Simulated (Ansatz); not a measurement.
Take TiO$_{2}$ in the rutile structure (space group P4_2/mnm, No. 136; a = 4.548 Å, c = 2.917 Å) as the base. Axes: x, y, z lie along a, b, c of the conventional cell.

Method: LDA (Ansatz, a program for electronic structure), no spin-orbit coupling.

Strains are applied to the cell and any free atomic positions relax.

One change was made to it. Results:

The pressure (mean of the normal stresses, compression positive) goes from zero to -5.03 GPa; the electron mass becomes 0.54 mₑ along z, 1.1 mₑ across (at Γ) (base: 0.52 mₑ along c, 1.1 mₑ across (at Γ)); the energy rises by 5.2 meV/atom; the band gap decreases by 0.04 eV, from 1.86 eV to 1.82 eV; the valence-band top at Γ (three highest levels, from the VBM) changes from 0.00, -0.47, -0.47 eV to 0.00, -0.46, -0.46 eV.

Name the change that was made.
A) uniaxial strain ε_zz = +1.80 %
B) uniaxial strain ε_zz = +3.00 %
C) uniaxial strain ε_zz = +0.60 %

A, uniaxial strain ε_zz = +1.80 %. For comparison, the electron mass in the other runs: uniaxial strain ε_zz = +0.60 % gives 0.52 mₑ along z, 1.1 mₑ across (at Γ); uniaxial strain ε_zz = +3.00 % gives 0.56 mₑ along z, 1.1 mₑ across (at Γ).

Masses are band curvatures over ±0.01 Å⁻¹ around the edge. Whether these cells are dynamically stable was not tested. All final runs are without spin polarisation.
